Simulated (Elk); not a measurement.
Band structure of YbGe₂Ru₂ (I4/mmm, 5 atoms in the cell).

```yaml
crystal:
  lattice:
    - [-2.13849, 2.13849, 4.96124]
    - [2.13849, -2.13849, 4.96124]
    - [2.13849, 2.13849, -4.96124]
  atoms:
    - { symbol: Yb, position: [0.00000, 0.00000, 0.00000] }
    - { symbol: Ge, position: [0.63113, 0.63113, 0.00000] }
    - { symbol: Ge, position: [0.36887, 0.36887, 0.00000] }
    - { symbol: Ru, position: [0.25000, 0.75000, 0.50000] }
    - { symbol: Ru, position: [0.75000, 0.25000, 0.50000] }
```

Method: Elk 10.2.4 with LDA (PW92), all-electron FP-LAPW, Elk's shipped species files, default APW+lo basis.

Settings: stype = 0; swidth = 0.00367493 Ha; ngridk = 6 6 6; maxscl = 100.

The starting cell comes from a database of computed structures (which also holds hypothetical and non-ambient phases and stackings), without a prior relaxation at this level. Spin-orbit coupling is off. Spin polarisation is off. Values depend on the basis (sphere radii, cutoffs, local orbitals), which need not be converged.

Levels in eV from the Fermi level, bands 39 to 46:
```json
[
 {"point": "Γ", "39": "-0.21", "40": "-0.02", "41": "0.02", "42": "0.02", "43": "0.02", "44": "0.95", "45": "1.25", "46": "3.29"},
 {"point": "X", "39": "-0.25", "40": "-0.23", "41": "-0.23", "42": "-0.20", "43": "-0.07", "44": "0.08", "45": "1.58", "46": "1.82"},
 {"point": "Y", "39": "-0.25", "40": "-0.25", "41": "-0.23", "42": "-0.22", "43": "0.04", "44": "0.90", "45": "1.58", "46": "1.84"},
 {"point": "S", "39": "-0.23", "40": "-0.22", "41": "-0.22", "42": "-0.20", "43": "1.61", "44": "1.63", "45": "2.11", "46": "3.92"},
 {"point": "Z", "39": "-0.20", "40": "0.05", "41": "0.47", "42": "0.47", "43": "1.21", "44": "1.71", "45": "2.88", "46": "3.45"},
 {"point": "S1", "39": "-0.23", "40": "-0.22", "41": "-0.22", "42": "-0.20", "43": "1.61", "44": "1.63", "45": "2.11", "46": "3.92"},
 {"point": "N", "39": "-0.23", "40": "-0.22", "41": "-0.20", "42": "-0.04", "43": "0.12", "44": "1.50", "45": "3.27", "46": "3.33"},
 {"point": "P", "39": "-0.24", "40": "-0.24", "41": "-0.24", "42": "-0.21", "43": "-0.21", "44": "-0.09", "45": "1.73", "46": "1.73"},
 {"point": "Y1", "39": "-0.25", "40": "-0.25", "41": "-0.23", "42": "-0.22", "43": "0.04", "44": "0.90", "45": "1.58", "46": "1.84"}
]
```

Bands cross the Fermi level along this path, so the cell is metallic at this level.
